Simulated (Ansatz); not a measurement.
System: BaTiO₃ (R3m, No. 160, 5 atoms in the cell; start mp-5020). Method: r²SCAN+rVV10 in Ansatz (plane waves, PAW).

Settings: plane-wave cutoff 500 eV, 10×10×10 k mesh, Fermi–Dirac smearing 0.05 eV, no spin polarisation, scalar-relativistic PAW data made under PBE.

Cell (relaxed at this level):

```cif
data_Ba3O9Ti3
_chemical_formula_sum 'Ba3 Ti3 O9'
_space_group_name_H-M_alt 'R3m :H'
_space_group_IT_number 160
_space_group_name_Hall 'R 3 -2"'
_cell_length_a 5.65536
_cell_length_b 5.65536
_cell_length_c 6.95357
_cell_angle_alpha 90.000
_cell_angle_beta 90.000
_cell_angle_gamma 120.000
loop_
_atom_site_label
_atom_site_type_symbol
_atom_site_symmetry_multiplicity
_atom_site_Wyckoff_symbol
_atom_site_fract_x
_atom_site_fract_y
_atom_site_fract_z
_atom_site_occupancy
Ba1 Ba 3 a 0.00000 0.00000 0.00012 1
Ti1 Ti 3 a 0.00000 0.00000 0.51228 1
O1 O 9 b 0.16927 0.33853 0.31956 1
```
(The calculation used a cell of 5 atoms; values per cell refer to that cell.)

Task: Predict the band gap.

Result: 
band gap: 2.74 eV (on the SCF k mesh)

Note: the relaxation could not lower the start's symmetry, so the cell can be a saddle point above a distorted one.

Spin–orbit coupling is not included.

Computed values are for the static lattice.

A start named mp-… is a Materials Project structure, which need not be a measured phase.

Ansatz is an electronic-structure program.
